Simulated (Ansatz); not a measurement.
# What biaxial strain −3.00 %, plane normal [001], relaxed out of plane does to Ti

Base system: Ti in the hcp (Mg type) structure (space group P6_3/mmc, No. 194; a = 2.902 Å, c = 4.593 Å; relaxed with 0.1 eV smearing). Axes: x lies along a and z along c of the hexagonal cell.

The change: compressive biaxial strain of 3.00 % in the plane normal to [001], as in epitaxy on a mismatched substrate; the out-of-plane cell vector and the atoms relax.

Method: Ansatz (a quantum-chemistry and plane-wave program) PBEsol, no spin-orbit coupling. Γ-centred 23×23×13 mesh, Fermi–Dirac width 0.1 eV.

The space group remains P6_3/mmc (No. 194) and the pressure (mean of the normal stresses, compression positive) goes from zero to 4.2 GPa. The band gap is still zero and the out-of-plane strain is +2.71 %. The ratio −ε⊥/ε∥ amounts to 0.90 and the mean in-plane stress (compression positive) comes out as +6.3 GPa.

Final structure (turned so that z lies along the plane normal):

```
CELL_PARAMETERS angstrom
      2.81459     0.00000     0.00000
      1.40729     2.43750     0.00000
      0.00000     0.00000     4.71744
ATOMIC_POSITIONS crystal
  Ti 0.66667 0.66667 0.75000
  Ti 0.33333 0.33333 0.25000
```

Cost of the whole job for the changed cell (relaxation, final SCF and bands): roughly 70 core-seconds.

Whether these cells are dynamically stable was not tested. The final runs are not spin-polarised.
